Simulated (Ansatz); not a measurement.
Consider GaSb in the zinc blende structure (space group F-43m, No. 216; a = 6.049 Å). Axes: x, y, z lie along the cube axes.

The values are results of DFT with LDA, PAW potentials and a 420 eV plane-wave cutoff in Ansatz (a quantum-chemistry and plane-wave program), scalar-relativistic without spin-orbit coupling, not measurements.

Before the change:

```
Item               Result
---------------  --------
Volume per atom  27.66 Å³
```

It is then changed as follows: tensile biaxial strain of 0.42 % in the plane normal to [111], as in epitaxy on a mismatched substrate; the out-of-plane cell vector and the atoms relax.

### Question
How does this affect the energy relative to the base?

### Answer
The energy grows by 0.4 meV/atom.

### Question
How does this affect the volume per atom?

### Answer
The volume per atom increases by 0.174 Å³, from 27.66 Å³ to 27.84 Å³.

Whether these cells are dynamically stable was not tested. All final runs are without spin polarisation.
